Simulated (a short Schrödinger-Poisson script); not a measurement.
System: gated Al0.4Ga0.6N/GaN polarisation-induced gas, at 77 K.

```csv
layer,material,thickness (nm),Na (cm⁻³)
1,Al0.4Ga0.6N,10,-
2,GaN,6000,5e15
```

Constants are typed, rounded textbook-type inputs, not results; the design itself was drawn at random and stands for no fabricated device. Al0.4Ga0.6N: permittivity 9.26, conduction-band edge (eV) 0.58, gap (eV) 4.258, electron mass (mₑ) 0.248, Nv at 300 K (cm⁻³) 4.6e19. GaN: permittivity 9.5, conduction-band edge (eV) 0, gap (eV) 3.43, Nv at 300 K (cm⁻³) 4.6e19.

Channel valleys (confinement mass, in-plane density-of-states mass, number): Γ 0.2, 0.2, 1. At the gate the conduction-band edge of layer 1 lies 1.36 eV − eVg above the Fermi level of the channel; the field vanishes at the back. Sheet of polarisation charge: +2e13 e/cm² at 10 nm from the gate. The barrier under the gate holds no holes. Gaps are held at their typed values at every temperature. Mesh 0.08 nm at interfaces.

Solved with a short Schrödinger-Poisson script written for these runs: 1D Poisson equation in equilibrium, electrons quantum, Hartree plus LDA exchange-correlation (BenDaniel-Duke, 40 states a valley, the channel's in-plane mass for all, wave functions free to enter the barrier), parabolic valleys, classical holes, full ionisation, no traps, pinning or gate leakage.

The same stack at other levels of the model or other numerical settings:

```csv
run,sheet density of all electrons at Vg = 0.5 V (cm⁻²),sheet density of all electrons at Vg = -2 V (cm⁻²),capacitance at Vg = 0.5 V (μF/cm²),centroid of the channel electrons at Vg = 0.5 V (nm),rough cost against the base
base,1.59e13,4.36e12,0.760,1.45,about 1
"electrons treated as classical, Boltzmann",___,5.08e12,0.812,0.18,0.02
"electrons treated as classical, Fermi-Dirac",1.57e13,4.42e12,___,1.36,0.06
"electrons treated as quantum, Hartree",1.56e13,4.20e12,0.756,1.58,0.6
mesh six times as coarse,1.59e13,4.35e12,0.761,1.40,0.3
one subband a valley,1.59e13,4.36e12,0.754,___,0.3
```

**Question.** Fill in the missing entries.

**Answer.** 
- electrons treated as classical, Boltzmann, sheet density of all electrons at Vg = 0.5 V (cm⁻²): 1.77e13
- one subband a valley, centroid of the channel electrons at Vg = 0.5 V (nm): 1.26
- electrons treated as classical, Fermi-Dirac, capacitance at Vg = 0.5 V (μF/cm²): 0.734

The classical rows ignore confinement, and Boltzmann statistics overrate the density once the band edge passes the Fermi level.
